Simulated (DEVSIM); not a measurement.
Structure: abrupt Si p-n junction, at 250 K.

```tsv
layer (left to right)	material	thickness (μm)	Nd (cm⁻³)	Na (cm⁻³)	τn (s)	τp (s)
1	Si	0.360	-	2.1e17	3.6e-5	3.6e-5
2	Si	0.940	2.4e14	-	3.6e-5	3.6e-5
```

Left contact: ohmic. Right contact: ohmic. Voltage is applied to the left contact. Recombination: SRH at mid-gap. Mobility is constant in doping.

Constants are typed, rounded textbook-type inputs, not results; the design itself was drawn at random and stands for no fabricated device. Values at 300 K; Nc and Nv go as T^1.5, mobilities as T to minus their exponent, the gap by Varshni's rule with the affinity fixed.

```tsv
parameter	Si
gap (eV)	1.124
affinity (eV)	4.05
permittivity	11.7
Nc (cm⁻³)	2.86e19
Nv (cm⁻³)	3.1e19
μn (cm²/Vs)	1417
μp (cm²/Vs)	470
T exponent of μn	2.3
T exponent of μp	2.2
Varshni α (eV/K)	0.000473
Varshni β (K)	636
```

DEVSIM, 1D drift-diffusion, Boltzmann statistics, complete ionisation; no tunnelling, impact ionisation, image-force lowering or self-heating.

**Question.** Tabulate band edges, carrier densities and field at zero bias.

**Answer.** Energies count from the Fermi level of the right contact; mesh points crowd at the junctions.

```json
[
 {"x (μm)": "0.000", "Ec (eV)": "1.034", "Ev (eV)": "-0.102", "n (cm⁻³)": "< 1e2", "p (cm⁻³)": "2.1e17", "field (V/cm)": "≈ 0"},
 {"x (μm)": "0.01468", "Ec (eV)": "1.034", "Ev (eV)": "-0.102", "n (cm⁻³)": "< 1e2", "p (cm⁻³)": "2.1e17", "field (V/cm)": "≈ 0"},
 {"x (μm)": "0.03483", "Ec (eV)": "1.034", "Ev (eV)": "-0.102", "n (cm⁻³)": "< 1e2", "p (cm⁻³)": "2.1e17", "field (V/cm)": "≈ 0"},
 {"x (μm)": "0.06784", "Ec (eV)": "1.034", "Ev (eV)": "-0.102", "n (cm⁻³)": "< 1e2", "p (cm⁻³)": "2.1e17", "field (V/cm)": "≈ 0"},
 {"x (μm)": "0.1404", "Ec (eV)": "1.034", "Ev (eV)": "-0.102", "n (cm⁻³)": "< 1e2", "p (cm⁻³)": "2.1e17", "field (V/cm)": "≈ 0"},
 {"x (μm)": "0.2136", "Ec (eV)": "1.034", "Ev (eV)": "-0.102", "n (cm⁻³)": "< 1e2", "p (cm⁻³)": "2.1e17", "field (V/cm)": "≈ 0"},
 {"x (μm)": "0.2696", "Ec (eV)": "1.034", "Ev (eV)": "-0.102", "n (cm⁻³)": "< 1e2", "p (cm⁻³)": "2.1e17", "field (V/cm)": "≈ 0"},
 {"x (μm)": "0.3206", "Ec (eV)": "1.034", "Ev (eV)": "-0.102", "n (cm⁻³)": "< 1e2", "p (cm⁻³)": "2.1e17", "field (V/cm)": "-290"},
 {"x (μm)": "0.3438", "Ec (eV)": "1.030", "Ev (eV)": "-0.106", "n (cm⁻³)": "< 1e2", "p (cm⁻³)": "1.8e17", "field (V/cm)": "-4600"},
 {"x (μm)": "0.3580", "Ec (eV)": "1.015", "Ev (eV)": "-0.121", "n (cm⁻³)": "< 1e2", "p (cm⁻³)": "8.5e16", "field (V/cm)": "-21000"},
 {"x (μm)": "0.3706", "Ec (eV)": "0.990", "Ev (eV)": "-0.146", "n (cm⁻³)": "< 1e2", "p (cm⁻³)": "2.6e16", "field (V/cm)": "-16000"},
 {"x (μm)": "0.4013", "Ec (eV)": "0.950", "Ev (eV)": "-0.186", "n (cm⁻³)": "< 1e2", "p (cm⁻³)": "4.2e15", "field (V/cm)": "-11000"},
 {"x (μm)": "0.4407", "Ec (eV)": "0.911", "Ev (eV)": "-0.225", "n (cm⁻³)": "< 1e2", "p (cm⁻³)": "6.7e14", "field (V/cm)": "-9600"},
 {"x (μm)": "0.4970", "Ec (eV)": "0.858", "Ev (eV)": "-0.278", "n (cm⁻³)": "110", "p (cm⁻³)": "5.9e13", "field (V/cm)": "-9100"},
 {"x (μm)": "0.6362", "Ec (eV)": "0.735", "Ev (eV)": "-0.401", "n (cm⁻³)": "33000", "p (cm⁻³)": "1.9e11", "field (V/cm)": "-8600"},
 {"x (μm)": "0.8144", "Ec (eV)": "0.588", "Ev (eV)": "-0.548", "n (cm⁻³)": "3.1e7", "p (cm⁻³)": "2.1e8", "field (V/cm)": "-7900"},
 {"x (μm)": "0.9889", "Ec (eV)": "0.455", "Ev (eV)": "-0.681", "n (cm⁻³)": "1.5e10", "p (cm⁻³)": "440000", "field (V/cm)": "-7300"},
 {"x (μm)": "1.114", "Ec (eV)": "0.367", "Ev (eV)": "-0.769", "n (cm⁻³)": "8.8e11", "p (cm⁻³)": "7300", "field (V/cm)": "-6800"},
 {"x (μm)": "1.212", "Ec (eV)": "0.302", "Ev (eV)": "-0.834", "n (cm⁻³)": "1.8e13", "p (cm⁻³)": "360", "field (V/cm)": "-6500"},
 {"x (μm)": "1.254", "Ec (eV)": "0.275", "Ev (eV)": "-0.861", "n (cm⁻³)": "6.2e13", "p (cm⁻³)": "100", "field (V/cm)": "-6300"},
 {"x (μm)": "1.279", "Ec (eV)": "0.259", "Ev (eV)": "-0.877", "n (cm⁻³)": "1.3e14", "p (cm⁻³)": "< 1e2", "field (V/cm)": "-6300"},
 {"x (μm)": "1.300", "Ec (eV)": "0.246", "Ev (eV)": "-0.890", "n (cm⁻³)": "2.4e14", "p (cm⁻³)": "< 1e2", "field (V/cm)": "-6300"}
]
```
